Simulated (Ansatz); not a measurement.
Consider Zr in the hcp (Mg type) structure (space group P6_3/mmc, No. 194; a = 3.244 Å, c = 5.158 Å; relaxed with 0.1 eV smearing). Axes: x lies along a and z along c of the hexagonal cell.

Computed with r2SCAN (Ansatz, a quantum-chemistry and plane-wave program, PAW, scalar-relativistic without spin-orbit coupling).

Before the change:

| Item | Value |
|---|---|
| Shortest interatomic distance | 3.187 Å |

The change: tensor shear ε_xy = −2.07 % (engineering shear γ = -0.0414), atoms relaxed at fixed cell.

Question: What does the calculation give for the shortest interatomic distance after the change?

Answer: The shortest interatomic distance shrinks by 0.0228 Å, from 3.187 Å to 3.165 Å.

Question: What does the calculation give for the stress after the change?

Answer: The stress (xx, yy, zz, yz, xz, xy; compression positive) comes out as (0.1, 0.2, -0.1, 0.0, 0.0, 1.6) GPa.

Question: Predict the new energy relative to the base.

Answer: The energy rises by 4.8 meV/atom.

Question: Estimate the effect on the largest internal atomic displacement.

Answer: The largest internal atomic displacement amounts to 0.041 Å.

The cells carry an imposed strain or load. No phonon test of stability was made. All final runs are without spin polarisation.
